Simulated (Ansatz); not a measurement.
Given:

End structure of Br on the 1x1 (0001) surface of hcp Ti, one in a 1x1 cell, started at the site 'bridge Ti-Ti (span 2.9 Å)':

```
CELL_PARAMETERS angstrom
      2.93864     0.00000     0.00000
     -1.46932     2.54493     0.00000
      0.00000     0.00000    26.00000
ATOMIC_POSITIONS crystal
  Ti 0.66667 0.33333 0.36988
  Ti 0.33333 0.66667 0.45305
  Ti 0.66737 0.33369 0.54594
  Ti 0.33300 0.66650 0.63205
  Br 0.99963 0.99982 0.70462
```

Slab: 5 atoms, 6.8 Å thick at the start under the adsorbate (thin: gaps and levels are the slab's own); k 12x12x1, smearing 0.1 eV, dipole-corrected; 2 atoms held, the rest relaxed; held to the start's symmetry, so lower structures may exist; no spin, no spin-orbit, no U, no dispersion correction. At the end it is bonded to 3 Ti. In PBE it is, or lies within 0.03 eV of, the lowest of the starts that converged.

A negative adsorption energy means that the adsorbate is more stable on the surface than in its reference.

Problem. Predict the change of the work function from PBE in Ansatz (an electronic-structure program).

Solution. -0.96 eV

Problem. Give the change of the step from the bottom to the top vacuum level, against the clean slab at the level PBE.

Solution. -0.94 eV

Problem. Estimate the work function of the top face that PBE returns for this input.

Solution. 3.44 eV

Problem. Give the adsorption energy against ½ Br2(g) at the level PBE.

Solution. -1.78 eV
